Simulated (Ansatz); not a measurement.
LaRh (Cmcm, No. 63; cell taken from a computed entry) was calculated with LDA (Ansatz, a first-principles code, PAW).

Settings: plane-wave cutoff 520 eV, 14×14×14 k mesh, Fermi–Dirac smearing 0.05 eV, no spin polarisation, scalar-relativistic PAW data made under PBE.

Computed at the level's own relaxed cell.

Task: Give the computed bulk modulus.

Result: 
bulk modulus: 91.3 GPa

The run finds no gap.

Note: the bulk modulus is −V dP/dV from two relaxed cells at ±2 % in volume; the relaxation could not lower the start's symmetry, so the cell can be a saddle point above a distorted one.

Spin–orbit coupling is not included.

The computed numbers hold no vibrational or temperature effects.

Cost on a shared machine: around 14 core-minutes (rough).
